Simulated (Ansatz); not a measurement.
Start from GaP in the zinc blende structure (space group F-43m, No. 216; a = 5.391 Å). Axes: x, y, z lie along the cube axes.

Calculations: LDA (Ansatz, a program for electronic structure), spin-orbit coupling left out.

Modification: uniaxial strain ε_zz = +1.00 %, all other strain components held at zero; the atoms relax in the strained cell.

Task: Predict the stress tensor and what it implies for the stiffness.

Result: Stress of the strained cell less that of the base (GPa, compression positive):
```
  -0.61    0.00    0.00
   0.00   -0.61    0.00
   0.00    0.00   -1.41
```

Then −Δσ_ii/ε with ε = 0.0100 gives relaxed-ion elastic constants: C33 ≈ 141 GPa, C13 ≈ 61 GPa and C23 ≈ 61 GPa.

No phonon test of stability was made.
